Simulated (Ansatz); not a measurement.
# Lattice parameter c of Ru₂Si (model structure, started from the Fe2P type, P-62m, No. 189, 9 atoms in the cell) at several levels of theory

No measured value is used here.

| level (code) | value (Å) |
|---|---|
| PBE (Ansatz) | [?] |
| PBEsol (Ansatz) | 3.780 |
| PBE-D3(BJ) (Ansatz) | 3.782 |

### Question
Some entries are withheld; supply them.

### Answer

- PBE (Ansatz, an electronic-structure program), value (Å): 3.823

Ansatz's density-functional and Hartree–Fock values are scalar-relativistic unless marked +SOC, with PAW data made under PBE.

A model structure was made by putting elements into a prototype or built by hand; it is no filed structure, need not be a known phase, and can be a saddle point held by its symmetry.
